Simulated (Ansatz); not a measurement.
The starting structures come from a database of crystals and need not be the phases stable at ambient conditions.

By PBEsol, the system below comes out a metal.

A figure of merit of an interconnect metal is its ballistic conductance per area.

Here is the system:

```
CELL_PARAMETERS angstrom
      3.11109     0.00000     0.00000
      0.00000     3.34521     0.00000
      1.55554     0.00000     2.69428
ATOMIC_POSITIONS crystal
  Nb 0.00000 0.00000 0.00000
  B  0.33333 0.50000 0.33333
  B  0.66667 0.50000 0.66667
```

Space group of this cell: P6/mmm. The cell is taken as given; by PBEsol its mean pressure is -7.5 GPa.

The current flows along the normal of the first two printed cell vectors, the (100) plane of the conventional cell. No spin-orbit coupling; the value is a mean over 0.1 eV about the Fermi level.

**Question.** Give the ballistic conductance per area that PBEsol run with Ansatz (a program for electronic structure) yields.

**Answer.** 1.2 × 10¹⁵ S/m² for both spins.
